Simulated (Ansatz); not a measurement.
Start from CdSe in the zinc blende structure (space group F-43m, No. 216).

```
CELL_PARAMETERS angstrom
      0.00000     3.09822     3.09822
      3.09822     0.00000     3.09822
      3.09822     3.09822     0.00000
ATOMIC_POSITIONS crystal
  Se 0.75000 0.75000 0.75000
  Cd 0.00000 0.00000 0.00000
```

Computed with PBE (Ansatz, an electronic-structure program; PAW; 420 eV plane waves; no spin-orbit coupling), earlier PAW set.

One change was made to it. Results:

The band gap goes from 0.49 eV to zero; the lattice parameter a rises by 0.670 Å to 6.866 Å.

### Question
Name the change that was made.
A) Se → Br
B) Se → Pb
C) Cd → Zn

### Answer
A, Se → Br. For comparison, the lattice parameter a in the other runs: Cd → Zn gives 5.733 Å; Se → Pb gives 6.797 Å.

Whether these cells are dynamically stable was not tested. As relaxed here, CdBr and CdPb are hypothetical phases, not in the database extracts checked. All final runs are without spin polarisation. An odd electron count without spin: CdBr.
